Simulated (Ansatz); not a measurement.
How far to go with the k-point mesh: CsZn₄P₃ (P4mm, 8 atoms in the cell)

```
CELL_PARAMETERS angstrom
      4.07464     0.00000     0.00000
      0.00000     4.07464     0.00000
      0.00000     0.00000    10.48461
ATOMIC_POSITIONS crystal
  Cs 0.00000 0.00000 0.50477
  Zn 0.50000 0.00000 0.84844
  Zn 0.50000 0.00000 0.15156
  Zn 0.00000 0.50000 0.84844
  Zn 0.00000 0.50000 0.15156
  P  0.50000 0.50000 0.72670
  P  0.50000 0.50000 0.27330
  P  0.00000 0.00000 0.00000
```

Computed with PBEsol, default PAW files made with PBE (plane waves; Ansatz, a quantum-chemistry and plane-wave program).

Base settings: basis.ecutwfc = 30.9 Ry; kpoints.mp_grid.grid = 6 6 3; hamiltonian.xc = pbesol; hamiltonian.pseudopotentials = {kind: paw} (the program's default PAW files); scf.occupations.method = fermi_dirac; scf.occupations.width = 0.01 Ry.

Only quantities that move along the ladder and can be compared are tabulated.

The count of work is k-points × plane waves × bands × iterations; it is no time. Core times come from one kind of shared machine, to one figure; runs under 30 s give none.

The starting cell comes from a database of computed structures (which also holds hypothetical and non-ambient phases and stackings), without a prior relaxation at this level. Its lattice was rescaled by up to half a per cent. One atom was moved a little off its site on purpose. Ansatz's pressure includes its estimate of the finite-basis (Pulay) stress. A gap is left out here, as mesh or smearing make it unsure.

| kpoints.mp_grid.grid | free energy less the last step's (meV/atom) | pressure (GPa) | largest difference of a force vector from the last step's (eV/Å) | count of work / last | core time / last (rough) |
|---|---|---|---|---|---|
| 2 2 1 | 307.65 | -0.23 | 0.177 | 0.014 | – |
| 3 3 1 | 58.57 | -1.99 | 0.088 | 0.014 | – |
| 3 3 2 | 63.79 | -1.91 | 0.113 | 0.024 | – |
| 5 5 2 | 6.43 | -2.19 | 0.024 | 0.061 | – |
| 6 6 3 | 1.96 | -2.21 | 0.012 | 0.10 | – |
| 8 8 3 | 0.13 | -2.23 | 0.003 | 0.12 | 0.2 |
| 10 10 4 | -0.03 | -2.23 | 0.001 | 0.25 | 0.3 |
| 12 12 5 | -0.02 | -2.23 | 0.000 | 0.47 | 0.4 |
| 13 13 5 | -0.01 | -2.23 | 0.000 | 0.47 | 0.6 |
| 16 16 6 | 0.00 | -2.23 | 0.000 | 1.0 | 1 |

Coarsest kpoints.mp_grid.grid that holds the forces within 0.005 eV/Å of the last step, with all finer ones: 8 8 3, at 0.12 of the last step's count of work and about 0.2 of the last step's time; the step before is off by 0.012 eV/Å.

Coarsest kpoints.mp_grid.grid that holds the free energy within 5 meV/atom of the last step, with all finer ones: 6 6 3, at 0.10 of the last step's count of work; the step before is off by 6.4 meV/atom.

Coarsest kpoints.mp_grid.grid that holds the pressure within 1 GPa of the last step, with all finer ones: 3 3 1, at 0.014 of the last step's count of work; the step before is off by 2.0 GPa.

Keys are those of Ansatz 0.2.
